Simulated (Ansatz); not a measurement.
The reference is CdSe in the zinc blende structure (space group F-43m, No. 216).

```yaml
crystal:
  lattice:
    - [0.00000, 3.06658, 3.06658]
    - [3.06658, 0.00000, 3.06658]
    - [3.06658, 3.06658, 0.00000]
  atoms:
    - { symbol: Cd, position: [0.00000, 0.00000, 0.00000] }
    - { symbol: Se, position: [0.25000, 0.25000, 0.25000] }
```

Cartesian axes are those of the cell as printed.

The values are results of r2SCAN (Ansatz, a quantum-chemistry and plane-wave program, PAW, spin-orbit coupling left out), not measurements.

For the base:

```
Item       Result
--------  -------
Band gap  1.04 eV
```

The change: tensile biaxial strain of 0.83 % in the plane normal to [111], as in epitaxy on a mismatched substrate; the out-of-plane cell vector and the atoms relax.

### Question
Estimate the effect on the in-plane stress, out-of-plane strain and band gap.

### Answer
The mean in-plane stress (compression positive) comes out as -0.7 GPa; the out-of-plane strain amounts to -0.73 %; the band gap drops by 0.07 eV (1.04 eV → 0.97 eV).

No phonon test of stability was made.
